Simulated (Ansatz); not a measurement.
Consider a 24-atom supercell of BN in the zinc blende structure (space group F-43m, No. 216; a = 3.605 Å) at its relaxed geometry.

Calculations: Ansatz (a quantum-chemistry and plane-wave program) PBEsol, no spin-orbit coupling, earlier PAW set.

One neutral defect a cell, atoms relaxed at fixed cell.

One change was made to it. Results:

| quantity | base | after |
|---|---|---|
| total moment of the cell | – | 0.0 μB |
| pressure | 0.0 GPa | -2.2 GPa |
| largest displacement of a host atom from its site in the perfect cell | – | 0.10 Å |
| gap of the supercell | 4.29 eV | zero |

Problem. Which of these changes matches the shifts?
A. N vacancy
B. H interstitial (started 1.47 Å from the nearest host atom), symmetric start
C. B on a N site (antisite)

Solution. A, N vacancy. For comparison, the pressure in the other runs: H interstitial (started 1.47 Å from the nearest host atom), symmetric start gives 7.1 GPa; B on a N site (antisite) gives 11.0 GPa.

The magnetic state is the one reached from the starting moments; the real material's order can differ, and small cells can't hold many antiferromagnetic ones. The cell is small, so the values are those of an ordered compound at a high defect concentration; dilute-limit values will differ. A case with no gap was solved on a k-mesh chosen for an insulator, which is coarse for it. Defects with a symmetric start kept the site's symmetry and may sit on a saddle; the others started slightly shaken. Seeded moments were not kept for N vacancy, H interstitial (started 1.47 Å from the nearest host atom) and B on a N site (antisite).
